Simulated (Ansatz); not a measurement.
Base system: BaTiO3 in the cubic perovskite structure (space group Pm-3m, No. 221; a = 3.970 Å).

Computed with PBEsol (Ansatz, a first-principles code), no SOC.

Before the change:

Pressure: -0.01 GPa
Smallest direct gap: 1.89 eV

One thing is altered: the cell is scaled by 0.9940 in all directions; the atoms relax in the strained cell.

Problem. What happens to the mean gap deformation potential ΔEg/Δln V, pressure, energy relative to the base and smallest direct gap?

Solution. The mean gap deformation potential ΔEg/Δln V comes out as -2.0 eV; the pressure grows by 3.39 GPa, from -0.01 GPa to 3.38 GPa; the energy rises by 2.3 meV/atom; the smallest direct gap increases by 0.014 eV, from 1.89 eV to 1.91 eV.

No phonon test of stability was made. All final runs are without spin polarisation. Many cubic perovskites are stable only at high temperature; tilts and polar distortions were not tested. This is not the structure that BaTiO3 has at room temperature and ambient pressure.
